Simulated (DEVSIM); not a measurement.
# In0.49Ga0.51P/GaAs p-n heterojunction

System: In0.49Ga0.51P/GaAs p-n heterojunction, at 300 K.

| layer (left to right) | material | thickness (μm) | Nd (cm⁻³) | Na (cm⁻³) | τn (s) | τp (s) |
|---|---|---|---|---|---|---|
| 1 | In0.49Ga0.51P | 0.470 | - | 2.3e16 | 2.6e-9 | 2.6e-9 |
| 2 | GaAs | 0.440 | 3.9e15 | - | 2.6e-9 | 2.6e-9 |

Left contact: ohmic. Right contact: ohmic. Voltage is applied to the left contact. Recombination: SRH at mid-gap, radiative. Mobility is constant in doping.

This is a model device: material constants are rounded textbook-type values typed into the input, and sizes, dopings and lifetimes were drawn at random. Values at 300 K.

```
parameter      In0.49Ga0.51P    GaAs
-------------  -------------  ------
gap (eV)                1.89   1.424
affinity (eV)              4    4.07
permittivity            11.8    12.9
Nc (cm⁻³)               9e17  4.7e17
Nv (cm⁻³)             1.3e19    9e18
μn (cm²/Vs)             1500    8500
μp (cm²/Vs)               80     400
B (cm³/s)              1e-10   2e-10
```

Model (solved in DEVSIM): 1D drift-diffusion, Boltzmann statistics, complete ionisation; no tunnelling, impact ionisation, image-force lowering or self-heating. Band offsets follow the typed affinities; no thermionic-emission limit at abrupt steps, no polarisation charge.

```
Item                                                Value
---------------------------------------------  ----------
Potential step across the device at zero bias     1.532 V
Largest field in the device at zero bias       48000 V/cm
Dark forward voltage at 1 A/cm²                   1.047 V
Dark forward voltage at 100 A/cm²                 1.361 V
```

Dark forward current:

```
V (V)  J (A/cm²)
-----  ---------
0.05     3.8e-10
0.10      1.3e-9
0.20      1.1e-8
0.25      3.0e-8
0.30      8.4e-8
0.35      2.3e-7
0.45      1.8e-6
0.50      5.1e-6
0.55      1.5e-5
0.60      4.3e-5
0.70     0.00047
0.75      0.0018
0.80      0.0071
0.85       0.025
0.95        0.19
1.00        0.45
1.05         1.0
1.10         2.4
1.20          12
1.25          24
1.30          48
1.35          89
1.45         250
1.50         370
1.55         540
1.60         770
1.70        1500
1.75        2200
```
